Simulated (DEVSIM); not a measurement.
System: abrupt Si n-p junction, at 400 K.

```csv
layer (left to right),material,thickness (μm),Nd (cm⁻³),Na (cm⁻³),τn (s),τp (s)
1,Si,37.0,1.6e16,-,0.00012,0.00012
2,Si,36.0,-,5.9e14,0.00012,0.00012
```

Left contact: ohmic. Right contact: ohmic. Voltage is applied to the left contact. Recombination: SRH at mid-gap, radiative, Auger. Mobility is μmin + (μ − μmin)/(1 + (N/Nref)^α).

This is a model device: material constants are rounded textbook-type values typed into the input, and sizes, dopings and lifetimes were drawn at random. Values at 300 K; Nc and Nv go as T^1.5, mobilities as T to minus their exponent, the gap by Varshni's rule with the affinity fixed.

```
parameter               Si
----------------  --------
gap (eV)             1.124
affinity (eV)         4.05
permittivity          11.7
Nc (cm⁻³)          2.86e19
Nv (cm⁻³)           3.1e19
μn (cm²/Vs)           1417
μp (cm²/Vs)            470
μn,min                  52
μp,min                  45
Nref,n              9.7e16
Nref,p              2.2e17
αn                    0.68
αp                    0.72
T exponent of μn       2.3
T exponent of μp       2.2
B (cm³/s)          4.7e-15
Cn (cm⁶/s)         2.8e-31
Cp (cm⁶/s)         9.9e-32
Varshni α (eV/K)  0.000473
Varshni β (K)          636
```

Model (solved in DEVSIM): 1D drift-diffusion, Boltzmann statistics, complete ionisation; no tunnelling, impact ionisation, image-force lowering or self-heating.

The thickness of layer 2 was swept, all else fixed.

```json
[
 {"thickness of layer 2 (μm)": "7.2", "dark forward voltage at 1 A/cm² (V)": "0.286"},
 {"thickness of layer 2 (μm)": "13", "dark forward voltage at 1 A/cm² (V)": "0.310"},
 {"thickness of layer 2 (μm)": "22", "dark forward voltage at 1 A/cm² (V)": "0.333"},
 {"thickness of layer 2 (μm)": "36", "dark forward voltage at 1 A/cm² (V)": "0.355"},
 {"thickness of layer 2 (μm)": "61", "dark forward voltage at 1 A/cm² (V)": "0.382"},
 {"thickness of layer 2 (μm)": "110", "dark forward voltage at 1 A/cm² (V)": "[?]"},
 {"thickness of layer 2 (μm)": "180", "dark forward voltage at 1 A/cm² (V)": "0.453"}
]
```

Question: Fill in the missing entries.

Answer: 
- 110, dark forward voltage at 1 A/cm² (V): 0.416
